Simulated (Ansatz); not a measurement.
## PbI2: response to strain

Consider PbI$_{2}$ in the CdI2 type structure (space group P-3m1, No. 164).

```xyz
3
Lattice="4.5593 0.0000 0.0000 -2.2796 3.9485 0.0000 0.0000 0.0000 6.9727" Properties=species:S:1:pos:R:3 pbc="T T T"
Pb     0.0000     0.0000     0.0000
I      0.0000     2.6323     1.8890
I      2.2796     1.3162     5.0836
```

Cartesian axes are those of the cell as printed.

Strains are applied to the cell and any free atomic positions relax; under biaxial strain the out-of-plane vector relaxes too.

Computed with PBE-D3(BJ) (Ansatz, a first-principles code; PAW; 420 eV plane waves; no spin-orbit coupling), earlier PAW set.

Computed cases, in order: biaxial strain −0.64 %, plane normal [001], relaxed out of plane; the unstrained base; biaxial strain +3.91 %, plane normal [001], relaxed out of plane; biaxial strain +4.47 %, plane normal [001], relaxed out of plane.

Question: Between which two neighbouring cases does the gap turn between direct and indirect?

Answer: Between the unstrained base (2.19 eV, direct at A) and biaxial strain +3.91 %, plane normal [001], relaxed out of plane (2.04 eV, indirect, H → A). The whole series: biaxial strain −0.64 %, plane normal [001], relaxed out of plane: 2.20 eV, direct at A; the unstrained base: 2.19 eV, direct at A; biaxial strain +3.91 %, plane normal [001], relaxed out of plane: 2.04 eV, indirect, H → A; biaxial strain +4.47 %, plane normal [001], relaxed out of plane: 2.00 eV, indirect, H → A.

With I and Pb present, leaving out spin-orbit coupling can change the band edges. Stability against distortions was not tested.
